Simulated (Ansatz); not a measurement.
1T (CdI2-type) CaI2, treated with r²SCAN+rVV10 in Ansatz (plane waves, PAW).

Run with plane-wave cutoff 500 eV, 12×12×6 k mesh (along the axes of the cell as run), gaussian smearing 0.02 eV, scalar-relativistic PAW data made under PBE.

Cell (relaxed at this level):

Space group P-3m1 (No. 164); a = 4.4685 Å, b = 4.4685 Å, c = 6.9713 Å, α = 90.00°, β = 90.00°, γ = 120.00°

| atom | site | symmetry | x | y | z |
|---|---|---|---|---|---|
| Ca | 1a | -3m. | 0.0000 | 0.0000 | 0.0000 |
| I | 2d | 3m. | 0.3333 | 0.6667 | 0.2541 |

Predict the band gap.


band gap: 3.90 eV (on the SCF k mesh)

Spin–orbit coupling is not included; with these elements it can move the gap by several tenths of an eV or more.

Static lattice: no zero-point or thermal effects.

The result took roughly 120 core-seconds.

Ansatz is a program for electronic structure.
